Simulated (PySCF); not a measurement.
PySCF 2.14.0, B3LYP/def2-svp, df: W(O)4 ([O]=[W-2](=[O])(=[O])=[O]), charge -2, multiplicity 1, 5 atoms. The geometry is a generated start, not checked to be a minimum at this level.

```json
{
 "task": "energy",
 "method": "b3lyp",
 "basis": "def2-svp",
 "two_electron_scheme": "density fitting",
 "mol.max_memory": "3000 MB",
 "mf.max_cycle": "100",
 "mf.conv_tol": "1e-09 (default)",
 "mf.grids.level": "3 (default)",
 "effective_core_potentials": "those of the basis set, past Kr",
 "basis_functions": "88",
 "grid_points": "80640"
}
```

```xyz
5

W      0.0009     0.0012    -0.0012
O      1.2411     0.7382    -1.0418
O      0.7893    -0.9111     1.3067
O     -1.0081    -1.1044    -0.9623
O     -1.0233     1.2761     0.6987
```

Charge -2 and multiplicity 1 are set for this test and not shown to be the ground state.

With the defaults (mf.DIIS = CDIIS, mf.diis = true, mf.level_shift = 0, mf.diis_space = 8, mf.init_guess = minao) it converges in 13 Fock builds. One run each on 2 threads, 1 BLAS thread, with these changes:
- mf.diis_space = 12
- mf.level_shift = 0.3 Hartree
- mf.diis_space = 20
- mf.init_guess = atom
- mf.DIIS = EDIIS
- mf.diis_space = 5
- mf.diis_space = 3
- mf.level_shift = 0.1 Hartree
- mf.diis = false

Task: Which of these changes keep the SCF from converging, or lead it to another solution?

Result: No convergence: mf.DIIS = EDIIS; mf.diis = false (the run ends without SCF convergence in 100 cycles). The rest reach the solution of the defaults.

```json
[
 {"setting": "the defaults", "Fock builds": "13", "end": "same solution"},
 {"setting": "mf.diis_space = 5", "Fock builds": "13", "end": "same solution"},
 {"setting": "mf.diis_space = 12", "Fock builds": "13", "end": "same solution"},
 {"setting": "mf.diis_space = 20", "Fock builds": "13", "end": "same solution"},
 {"setting": "mf.level_shift = 0.1 Hartree", "Fock builds": "14", "end": "same solution"},
 {"setting": "mf.init_guess = atom", "Fock builds": "15", "end": "same solution"},
 {"setting": "mf.level_shift = 0.3 Hartree", "Fock builds": "16", "end": "same solution"},
 {"setting": "mf.diis_space = 3", "Fock builds": "18", "end": "same solution"},
 {"setting": "mf.DIIS = EDIIS", "Fock builds": "101", "end": "no convergence"},
 {"setting": "mf.diis = false", "Fock builds": "101", "end": "no convergence"}
]
```
